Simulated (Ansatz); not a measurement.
# A self-consistent single point of RbH (P6_3/mmc, 4 atoms in the cell) with Ansatz

Computed with PBE (plane waves, PAW; Ansatz, an electronic-structure program).

Input:

Ansatz 0.2 input:
```yaml
# RbH
crystal:
  lattice:
    - [4.83958700, 0.00000000, 0.00000000]
    - [-2.41979300, 4.19120600, 0.00000000]
    - [0.00000000, 0.00000000, 6.74520000]
  atoms:
    - { symbol: Rb, position_ang: [0.00000000, 0.00000000, 0.00000000] }
    - { symbol: Rb, position_ang: [0.00000000, 0.00000000, 3.37260000] }
    - { symbol: H, position_ang: [-0.00000209, 2.79413873, 1.68630000] }
    - { symbol: H, position_ang: [2.41979609, 1.39706727, 5.05890000] }
kpoints:
  mp_grid: { grid: [6, 6, 4] }
hamiltonian:
  xc: pbe
  pseudopotentials: { kind: paw }
scf:
  occupations: { method: fermi_dirac, width: 0.05 eV }
output:
  forces: true
  eigenvalues: true
  stress: true
```

Log, with long lists cut:

```
WARN the atoms were moved onto the symmetric positions of the space group found under crystal.symmetry.tolerance 1.0e-5 (fractional …
WARN basis.ecutwfc = 420 eV, the default
WARN ansatz: RAYON_NUM_THREADS=1 ignored (pool sized by the plan → 1); use --threads N
Pseudopotentials: kind: paw
Pseudopotential: Rb, paw, valence charge 9
Pseudopotential: H, paw, valence charge 1
Crystal: 4 atoms, lattice volume = 136.818 Å³
Basis set: ecut = 420 eV, 2621 PW (Γ), exchange–correlation on 72×72×96 points (8 copies of the dense FFT grid, shifted against one another)
Bands: 14, of which v1, the nominal top of the filled ones, is band 10 counted from 1 (9 counted from 0)
Symmetry: 24 space group operations
Space group: P63/mmc (ITA 194), of the structure as read, at distance tolerance 5.2e-5 Å
k-points: 21 of 144
Initial density: superposition of atomic densities (neutral atoms: chi_scale 0, normalization atom), corrected by the library's trained network
Initial wavefunctions: pseudopotential atomic-orbital guess
Eigensolver: davidson
Functional: x = pbe(κ = 0.804, μ = 0.2195149727645171), c = pbe(β = 0.06672455060314922)
SCF iter   1: F=—  HF=-6566.432534 eV  |F-HF|=—  |Δ(HF+E_count)|=         —  Δρ=5.46e-4  dr2=6.29e-4  ethr=1.77e-3  ⟨swp⟩=7.9  Hψ=1903  notcnv=0
all-band conjugate gradients solve this SCF's bands
preconditioner: auto → Resta (q_TF=auto, 1.980 Å⁻¹)
SCF iter   2: F=—  HF=-6566.433803 eV  |F-HF|=—  |Δ(HF+E_count)|=   1.27e-3  Δρ=2.86e-4  dr2=1.39e-4  ethr=3.15e-6  ⟨swp⟩=3.1  Hψ=809  notcnv=0
SCF iter   3: F=—  HF=-6566.434186 eV  |F-HF|=—  |Δ(HF+E_count)|=   3.83e-4  Δρ=8.59e-5  dr2=1.30e-5  ethr=6.96e-7  ⟨swp⟩=3.0  Hψ=473  notcnv=0
SCF iter   4: F=—  HF=-6566.434123 eV  |F-HF|=—  |Δ(HF+E_count)|=   6.28e-5  Δρ=2.41e-5  dr2=1.33e-6  ethr=6.52e-8  ⟨swp⟩=2.0  Hψ=462  notcnv=0
iter 5 did not close the SCF: its close was put off for the readings that it lacked (scf_convergence_deferred on its scf_iter line)
SCF iter   5: F=-6566.434128 eV  HF=-6566.434128 eV  |F-HF|=3.02e-7  |Δ(HF+E_count)|=   4.77e-6  Δρ=6.47e-6  dr2=5.15e-8  ethr=6.64e-9  ⟨swp⟩=2.4  Hψ=414  notcnv=0
SCF iter   6: F=-6566.434128 eV  HF=-6566.434128 eV  |F-HF|=2.98e-9  |Δ(HF+E_count)|=   3.65e-7  Δρ=5.91e-7  dr2=5.49e-10  ethr=2.58e-10  ⟨swp⟩=4.1  Hψ=1628  notcnv=0
SCF 1 converged in 6 iterations: F = -6566.434128 eV  dr2 = 5.49e-10
SCF converged after 6 iterations
Free energy (F): -6566.434128 eV
Harris-Foulkes:  -6566.434128 eV  (|F-HF|=2.98e-9)
Internal energy: -6566.434128 eV  (E = F + TS)
E sigma→0 (E₀):  -6566.434128 eV
Fermi energy:    2.484178 eV
--- Per-component energies (eV) ---
  E_band       = -219.933378
  E_kinetic    = 408.497458
  E_local      = -1313.608212  (includes V_loc(G=0)·N_el)
  E_nonlocal   = 348.496999
  E_hartree    = 353.490214
  E_xc         = -278.030649
  E_vxc        = -295.473827  (∫ρ·V_xc dr)
  E_paw        = -5236.698729  (= ΣΔE_a)
  E_vpaw       = -74.823972  (= ΣTr[D̂ρ^β])
  E_aug_tail   = -0.002086  (compensation charges beyond the density's cutoff)
  E_ewald      = -848.579123
  E_smearing   = -0.000000  (= −TS)
  E_closure    = 0.000000  (closes the sum)
  Σ components = -6566.434128   (vs F -6566.434128, Δ=0.00e0)
--- Forces (eV/Å), atoms counted from 1 ---
  atom   1  Rb    -0.00000000    -0.00000000     0.00000000
   [... zero for the other atoms too ...]
  max |Σ_I F_I| component: 2.26e-21 eV/Å
--- Stress (GPa, compression-positive) ---
       -3.187284      -0.000000      -0.000000
       -0.000000      -3.187284       0.000000
       -0.000000       0.000000       2.562770
  P = ⅓ Tr σ = -1.2706 GPa (-12.706 kbar)
  The stress holds the Pulay correction. Without it, at fixed plane waves, as pw.x and ABINIT print it: P = -1.2937 GPa
--- Band table (eV; the first three rows and the last of 21) ---
  k-point 0: bands = ["-25.9062", "-25.7428", "-10.7805", "-9.8736", "-9.8736", "-9.6803", "-9.6803", "-9.3637", "-0.4800", "1.1128", "4.5746", "5.7604", "6.3947", "6.3947"]
  k-point 1: bands = ["-25.8829", "-25.7674", "-10.5959", "-9.8461", "-9.8461", "-9.7095", "-9.7095", "-9.5991", "-0.2866", "0.8017", "4.9583", "6.3096", "6.5363", "6.5888"]
  k-point 2: bands = ["-25.8257", "-25.8257", "-10.1223", "-10.1223", "-9.7786", "-9.7786", "-9.7786", "-9.7786", "0.2075", "0.2075", "5.7449", "5.7449", "7.1139", "7.1139"]
  k-point 20: bands = ["-25.8209", "-25.8209", "-10.1016", "-10.1016", "-9.8551", "-9.8551", "-9.8489", "-9.8489", "0.7660", "0.7660", "4.7928", "4.7928", "6.2703", "6.2703"]
```

The run converged in 6 iterations.

The starting cell was generated: these elements placed on a structure prototype, without a prior relaxation; it need not be a known phase or ordering of this composition. Its lattice was rescaled by a random factor within 2.5 % of one. Ansatz's pressure includes its estimate of the finite-basis (Pulay) stress.
